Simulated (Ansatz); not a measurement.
The starting structures come from a database of crystals and need not be the phases stable at ambient conditions.

The decay constant κ of evanescent states in the gap governs leakage through a thin film.

Data:

```yaml
crystal:
  lattice:
    - [3.48638, 0.00000, 0.00000]
    - [0.00000, 4.17804, 0.00000]
    - [1.74319, 0.00000, 3.01929]
  atoms:
    - { symbol: Mg, position: [0.66667, 0.25000, 0.66667] }
    - { symbol: Mg, position: [0.33333, 0.75000, 0.33333] }
    - { symbol: O, position: [0.66667, 0.75000, 0.66667] }
    - { symbol: O, position: [0.33333, 0.25000, 0.33333] }
```

The cell is taken as given.

Transport runs along the normal of the first two printed cell vectors, the (100) plane of the conventional cell.

No gap correction and no spin-orbit coupling; mid-gap is the computed energy nearest the middle.

Q: Estimate the band gap and the smallest decay constant κ at mid-gap that r2SCAN in Ansatz (an electronic-structure program) returns for this system.

A: Gap 4.10 eV on a 10×8×10 mesh; κ = 0.343 1/Å, at the zone centre.
